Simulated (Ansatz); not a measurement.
Start from La$_{2}$O$_{3}$ (space group P-3m1, No. 164; a = 3.935 Å, c = 6.126 Å).

One thing is altered: a hydrostatic pressure of 22.5 GPa.

Method: Ansatz (a first-principles code) r2SCAN, no spin-orbit coupling.

Base, band edges from the VBM (valence, conduction): K -0.12, 4.23; H -0.24, 4.64; M -0.30, 4.28; L 0.00, 4.89; A -0.29, 5.18; Γ -0.12, 4.75 eV.

Give the band edges at the high-symmetry points of the new zone, measured from its valence-band maximum.


| point | valence edge (eV) | conduction edge (eV) |
|---|---|---|
| Γ | -0.39 | 4.68 |
| M | -0.37 | 4.43 |
| K | -0.18 | 4.11 |
| A | -0.33 | 5.02 |
| L | 0.00 | 5.37 |
| H | -0.30 | 4.86 |

The gap is 4.11 eV, indirect, L → K.

Load acts through the strain it causes; cell and atoms are relaxed under it. No phonon test of stability was made. No other phases were tried under pressure.
